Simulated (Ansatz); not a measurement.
**TlBr: response to strain**

Base system: TlBr in the CsCl type structure (space group Pm-3m, No. 221).

```yaml
crystal:
  lattice:
    - [4.05322, 0.00000, 0.00000]
    - [0.00000, 4.05322, 0.00000]
    - [0.00000, 0.00000, 4.05322]
  atoms:
    - { symbol: Tl, position: [0.00000, 0.00000, 0.00000] }
    - { symbol: Br, position: [0.50000, 0.50000, 0.50000] }
```

Strains are applied to the cell and any free atomic positions relax.

All numbers come from PBE in Ansatz (plane waves to 420 eV, PAW, no SOC).

Candidates:
(a) isotropic strain −0.50 %
(b) isotropic strain +2.50 %
(c) isotropic strain +1.50 %

Notes on the quantities. energy relative to the base: free energy F.

### Question
Order them by energy relative to the base, lowest first.

### Answer
(a) isotropic strain −0.50 % (+0.4 meV/atom), (c) isotropic strain +1.50 % (+4.0 meV/atom), (b) isotropic strain +2.50 % (+10 meV/atom)

Stability against distortions was not tested.

Ansatz is a quantum-chemistry and plane-wave program.
